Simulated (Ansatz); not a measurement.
**What pressure 0.9 GPa does to Mg2Ge**

Base system: Mg2Ge in the anti-fluorite structure (space group Fm-3m, No. 225; a = 6.4212 Å).

The change: a hydrostatic pressure of 0.9 GPa.

Method: Ansatz (a first-principles code), PBE, PAW, cutoff 420 eV, no SOC. Settings: 9×9×9 k-points, 0.05 eV Fermi–Dirac smearing.

```tsv
quantity	base	changed	shift
volume per atom	22.06 Å³	21.68 Å³	-0.38 Å³
density	3.04 g/cm³	3.10 g/cm³	+0.053 g/cm³
lattice parameter a	6.421 Å	6.384 Å	-0.037 Å
shortest interatomic distance	2.780 Å	2.764 Å	-0.016 Å
enthalpy H = E + PV relative to the base's energy	–	+0.12 eV/atom	–
band gap	0.17 eV	0.15 eV	-0.02 eV
gap character	indirect, Γ → X	indirect, Γ → X	–
smallest direct gap	0.95 eV	1.04 eV	+0.097 eV
mean gap deformation potential ΔEg/Δln V	–	+0.9 eV	–
width of the top valence band	2.65 eV	2.69 eV	+0.04 eV
electron mass	0.55 mₑ along k, 0.19 mₑ across (at X)	0.55 mₑ along k, 0.19 mₑ across (at X)	–
hole mass (degenerate bands, along [100])	0.071, 0.35, 0.35 mₑ (at Γ)	0.077, 0.34, 0.34 mₑ (at Γ)	–
valley order (the lowest conduction-band minima on the path, energy above the VBM, named in the base's zone)	X along ⟨100⟩ 0.17 eV; L along ⟨111⟩ 0.94 eV; Γ 0.95 eV	X along ⟨100⟩ 0.15 eV; L along ⟨111⟩ 1.01 eV; Γ 1.04 eV	–
```

Load acts through the strain it causes; cell and atoms are relaxed under it. Effective masses come from finite differences of ±0.01 Å⁻¹. Along k means along the line from Γ to the band edge. No phonon test of stability was made. The zero or small gap of Mg2Ge can change with the level of theory.
